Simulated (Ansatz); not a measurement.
**Cs in the bcc (W type) structure (space group Im-3m, No. 229)**

```cif
data_Cs
_chemical_formula_sum 'Cs1'
_space_group_name_H-M_alt 'P 1'
_space_group_IT_number 1
_cell_length_a 5.20498
_cell_length_b 5.20498
_cell_length_c 5.20498
_cell_angle_alpha 109.471
_cell_angle_beta 109.471
_cell_angle_gamma 109.471
loop_
_space_group_symop_operation_xyz
  'x, y, z'
loop_
_atom_site_label
_atom_site_type_symbol
_atom_site_fract_x
_atom_site_fract_y
_atom_site_fract_z
_atom_site_occupancy
Cs1 Cs 0.00000 0.00000 0.00000 1
```

Calculations: PBEsol, PAW, 420 eV (Ansatz, an electronic-structure program; spin-orbit coupling left out), earlier PAW set. Settings: 11×11×11 k-points, 0.05 eV Fermi–Dirac smearing.

The volume per atom is 108.55 Å³, the density is 2.03 g/cm³ and the band gap is zero. The total energy is -5585.927 eV/atom (σ→0; compares only within this code and set-up).

No phonon test of stability was made. All final runs are without spin polarisation.
